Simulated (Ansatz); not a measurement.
**A computed series for Rb3P: response to strain**

Take Rb3P (space group Fm-3m, No. 225; a model cell, its experimental status unchecked) as the base.

```
CELL_PARAMETERS angstrom
      0.00000     4.10631     4.10631
      4.10631     0.00000     4.10631
      4.10631     4.10631     0.00000
ATOMIC_POSITIONS crystal
  P  0.00000 0.00000 0.00000
  Rb 0.50000 0.50000 0.50000
  Rb 0.25000 0.25000 0.25000
  Rb 0.75000 0.75000 0.75000
```

Strains are applied to the cell and any free atomic positions relax.

Method: Ansatz (an electronic-structure program) PBEsol, without spin-orbit coupling.

```json
[
 {"isotropic strain (%)": "-3.64", "band gap (eV)": "1.03"},
 {"isotropic strain (%)": "-3.17", "band gap (eV)": "0.96"},
 {"isotropic strain (%)": "-0.5", "band gap (eV)": "?"},
 {"isotropic strain (%)": "0", "band gap (eV)": "0.59"}
]
```

Fit E_g = E₀ + Dε (ε in %) to the rows shown and predict the withheld row.

Least squares on the printed values gives E₀ = 0.59 eV, D = -119 meV per % of strain (largest residual 0.01 eV); this predicts 0.65 eV, and the run gives 0.64 eV, in agreement.

Stability against distortions was not tested.
